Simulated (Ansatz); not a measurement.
**HgS, response to strain**

Take HgS in the zinc blende structure (space group F-43m, No. 216; a = 5.876 Å) as the base. Axes: x, y, z lie along the cube axes.

Strains are applied to the cell and any free atomic positions relax; under biaxial strain the out-of-plane vector relaxes too.

Calculations: DFT with PBEsol, PAW potentials and a 420 eV plane-wave cutoff in Ansatz (a program for electronic structure), spin-orbit coupling left out.

Candidates:
(a) biaxial strain −0.81 %, plane normal [111], relaxed out of plane
(b) uniaxial strain ε_xx = +2.85 %
(c) isotropic strain +4.60 %
(d) tensor shear ε_xz = −0.62 %

Notes on the quantities. energy relative to the base: free energy F.

**Question.** Order them by energy relative to the base, highest first.

**Answer.** (c) isotropic strain +4.60 % (+76 meV/atom), (b) uniaxial strain ε_xx = +2.85 % (+4.5 meV/atom), (a) biaxial strain −0.81 %, plane normal [111], relaxed out of plane (+1.0 meV/atom), (d) tensor shear ε_xz = −0.62 % (+0.3 meV/atom)

The mesh was chosen for an insulator and is coarse for the gapless case. Whether these cells are dynamically stable was not tested. The final runs are not spin-polarised.
